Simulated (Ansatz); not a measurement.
Start from AlN in the wurtzite structure (space group P6_3mc, No. 186; a = 3.089 Å, c = 4.943 Å).

Level of theory: LDA (Ansatz, a quantum-chemistry and plane-wave program; PAW; 420 eV plane waves; no spin-orbit coupling).

Before the change:

```
Property                               Value
---------------------  ---------------------
Band gap                             4.42 eV
Valence-band top at Γ  0.00, -0.23, -0.23 eV
Gap character                    direct at Γ
```

Modification: an isotropic linear strain of −1.80 %, atoms relaxed at fixed cell.

Estimate the effect on the band gap, energy relative to the base, valence-band top at Γ and gap character.

The band gap rises by 0.49 eV, from 4.42 eV to 4.91 eV; the energy grows by 21 meV/atom; the valence-band top at Γ (three highest levels, from the VBM) becomes 0.00, -0.25, -0.25 eV (base: 0.00, -0.23, -0.23 eV); the gap character remains direct at Γ.

Whether these cells are dynamically stable was not tested.
